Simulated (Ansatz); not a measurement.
Consider KBr in the rock salt structure (space group Fm-3m, No. 225).

```
CELL_PARAMETERS angstrom
      0.00000     3.27453     3.27453
      3.27453     0.00000     3.27453
      3.27453     3.27453     0.00000
ATOMIC_POSITIONS crystal
  K  0.00000 0.00000 0.00000
  Br 0.50000 0.50000 0.50000
```

The values are results of PBEsol/PAW in Ansatz (a quantum-chemistry and plane-wave program), no spin-orbit coupling, not measurements.

One change was made to it. Results:

The electron mass becomes 0.33 mₑ (at Γ) (base: 0.37 mₑ (at Γ)); the lattice parameter a decreases by 0.537 Å to 6.012 Å; the band gap grows by 0.78 eV (4.34 eV → 5.12 eV).

Question: Name the change that was made.
(A) pressure 0.7 GPa
(B) pressure −1 GPa
(C) pressure 7.5 GPa
(D) pressure 1.5 GPa
(E) pressure −2 GPa

Answer: C, pressure 7.5 GPa. For comparison, the band gap in the other runs: pressure −2 GPa gives 3.85 eV; pressure 0.7 GPa gives 4.44 eV; pressure −1 GPa gives 4.15 eV; pressure 1.5 GPa gives 4.55 eV.

Load acts through the strain it causes; cell and atoms are relaxed under it. Masses are band curvatures over ±0.01 Å⁻¹ around the edge. Whether these cells are dynamically stable was not tested. Competing high-pressure phases were not computed.
